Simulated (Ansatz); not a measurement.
The reference is CdS in the wurtzite structure (space group P6_3mc, No. 186; a = 4.124 Å, c = 6.708 Å).

All numbers come from Ansatz (a quantum-chemistry and plane-wave program) PBEsol, scalar-relativistic without spin-orbit coupling.

Strains are applied to the cell and any free atomic positions relax.

One change was made to it. Results:

The energy goes up by 15 meV/atom; the pressure (mean of the normal stresses, compression positive) goes from zero to 3.78 GPa; the electron mass goes from 0.11 mₑ along c, 0.12 mₑ across (at Γ) to 0.12 mₑ along c, 0.13 mₑ across (at Γ).

Problem. Which of these changes matches the shifts?
(A) isotropic strain −1.80 %
(B) isotropic strain −1.20 %
(C) isotropic strain −3.00 %
(D) isotropic strain −0.60 %
(E) isotropic strain −2.40 %

Solution. A, isotropic strain −1.80 %. For comparison, the energy relative to the base in the other runs: isotropic strain −2.40 % gives +27 meV/atom; isotropic strain −0.60 % gives +1.6 meV/atom; isotropic strain −1.20 % gives +6.4 meV/atom; isotropic strain −3.00 % gives +43 meV/atom.

The levels and masses belong to the bands next to the band gap. Masses are band curvatures over ±0.01 Å⁻¹ around the edge. Whether these cells are dynamically stable was not tested.
